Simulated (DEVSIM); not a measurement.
Device: abrupt Ge n-p junction, at 300 K.

```csv
layer (left to right),material,thickness (μm),Nd (cm⁻³),Na (cm⁻³),τn (s),τp (s)
1,Ge,24.0,4.1e15,-,2.9e-7,2.9e-7
2,Ge,9.20,-,3.2e15,2.9e-7,2.9e-7
```

Left contact: ohmic. Right contact: ohmic. Voltage is applied to the left contact. Recombination: SRH at mid-gap. Mobility is constant in doping.

The device is made up for the run: typed textbook-type constants, with dimensions and the other settings drawn at random. Values at 300 K.

```csv
parameter,Ge
gap (eV),0.664
affinity (eV),4
permittivity,16
Nc (cm⁻³),1.04e19
Nv (cm⁻³),6e18
μn (cm²/Vs),3900
μp (cm²/Vs),1900
```

Model (solved in DEVSIM): 1D drift-diffusion, Boltzmann statistics, complete ionisation; no tunnelling, impact ionisation, image-force lowering or self-heating.

### Question
Give the dark forward current.

### Answer

(V (V), J (A/cm²)): (-0.05, -0.017); (-0.10, -0.13); (-0.20, -5.3); (-0.25, -21); (-0.30, -55); (-0.40, -190); (-0.45, -280); (-0.50, -400); (-0.55, -550); (-0.65, -900); (-0.70, -1100); (-0.75, -1300); (-0.85, -1900); (-0.90, -2100)
